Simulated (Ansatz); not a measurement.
Here is the system:

```
AlP
1.0
    0.00000     2.77724     2.77724
    2.77724     0.00000     2.77724
    2.77724     2.77724     0.00000
P Al
1 1
Direct
  0.25000   0.25000   0.25000
  0.00000   0.00000   0.00000
```

No spin polarisation.

The values are results of PBE (Ansatz, a quantum-chemistry and plane-wave program; PAW; 420 eV plane waves; no spin-orbit coupling), not measurements. Settings: 10×10×10 k-points, 0.05 eV Fermi–Dirac smearing.

Question: Predict the electron mass.

Answer: 0.84 mₑ along k, 0.26 mₑ across (at X).

Question: What band gap does the calculation give?

Answer: 1.68 eV.

Question: What gap character does the calculation give?

Answer: Indirect, Γ → X.

Load acts through the strain it causes; cell and atoms are relaxed under it. Masses are band curvatures over ±0.01 Å⁻¹ around the edge. Along k means along the line from Γ to the band edge. Stability against distortions was not tested. The cell was made from AlP in the zinc blende structure (space group F-43m, No. 216) by this change: pressure −2 GPa.
